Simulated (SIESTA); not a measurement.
# Several settings converged on MnO2 (Cmm2, 6 atoms in the cell)

```
CELL_PARAMETERS angstrom
      4.37800     0.00000     0.00000
      0.00000     4.37800     0.00000
      0.00000     0.00000     2.85565
ATOMIC_POSITIONS crystal
  Mn 0.00000 0.00000 0.01751
  Mn 0.50000 0.50000 0.50000
  O  0.30500 0.30500 0.00000
  O  0.80500 0.19500 0.50000
  O  0.19500 0.80500 0.50000
  O  0.69500 0.69500 0.00000
```
Moments meant for the start (each program seeds them in its own way; μB, in the order of the atoms Mn Mn O O O O): 3.0 -3.0 0.0 0.0 0.0 0.0.

Base method: LDA PW92, numerical atomic orbitals DZP, PseudoDojo LDA standard norm-conserving potentials (rewritten from UPF to PSML) (SIESTA).

Base settings: XC.functional = LDA; XC.authors = PW92; potentials = PseudoDojo LDA standard; PAO.BasisSize = DZP; PAO.EnergyShift = 0.01 Ry; MeshCutoff = 300 Ry; kgrid.MonkhorstPack = 3 3 4; OccupationFunction = FD; ElectronicTemperature = 116.05 K; Spin = polarized.

**Shifted k-point meshes**

Only quantities that move along the ladder and can be compared are tabulated.

```tsv
kgrid.MonkhorstPack	free energy less the last step's (meV/atom)	pressure (GPa)	largest difference of a force vector from the last step's (eV/Å)
2 2 2 shifted by 0.5 0.5 0.5	-5.86	-8.66	0.179
3 3 4 shifted by 0.5 0.5 0.5	-1.29	-10.64	0.057
4 4 6 shifted by 0.5 0.5 0.5	-2.00	-10.03	0.006
12 12 18 shifted by 0.5 0.5 0.5	0.00	-10.23	0.000
```

Coarsest kgrid.MonkhorstPack that holds the pressure within 1 GPa of the last step, with all finer ones: 3 3 4 shifted by 0.5 0.5 0.5; the step before is off by 1.6 GPa.

Coarsest kgrid.MonkhorstPack that holds the forces within 0.02 eV/Å of the last step, with all finer ones: 4 4 6 shifted by 0.5 0.5 0.5; the step before is off by 0.057 eV/Å.

Coarsest kgrid.MonkhorstPack that holds the free energy within 5 meV/atom of the last step, with all finer ones: 3 3 4 shifted by 0.5 0.5 0.5; the step before is off by 5.9 meV/atom.

**The k-point mesh at a smearing width of 0.05 eV**

In this ladder: ElectronicTemperature = 580.23 K.

The second cell is the first with its lattice scaled by 0.98.

Only quantities that move along the ladder and can be compared are tabulated.

| kgrid.MonkhorstPack | free energy less the last step's (meV/atom) | energy of the compressed cell less the first (meV/atom) | pressure (GPa) | largest difference of a force vector from the last step's (eV/Å) |
|---|---|---|---|---|
| 3 3 4 | -1.34 | -9.17 | -10.60 | 0.017 |
| 4 4 6 | -0.76 | -7.93 | -10.27 | 0.022 |
| 6 6 9 | 0.14 | -7.76 | -10.24 | 0.007 |
| 8 8 13 | 0.00 | -7.89 | -10.29 | 0.000 |

Coarsest kgrid.MonkhorstPack that holds the energy of the compressed cell less the first within 0.5 meV/atom of the last step, with all finer ones: 4 4 6; the step before is off by 1.3 meV/atom.

Coarsest kgrid.MonkhorstPack that holds the pressure within 0.2 GPa of the last step, with all finer ones: 4 4 6; the step before is off by 0.30 GPa.

Coarsest kgrid.MonkhorstPack that holds the forces within 0.02 eV/Å of the last step, with all finer ones: 6 6 9; the step before is off by 0.022 eV/Å.

On the base run: the starting cell has typed, rounded lattice constants, without a prior relaxation at this level. Its lattice was rescaled by up to half a per cent. One atom was moved a little off its site on purpose. The magnetic order is the one reached from the typed start; others were not searched systematically. Values carry the incompleteness of an atom-centred basis. In the base run, with a pressure of about -11 GPa the cell is away from its equilibrium volume at this level. Without a gap this mesh is coarse (it stands for a supercell whose shortest vector is 11 Å).
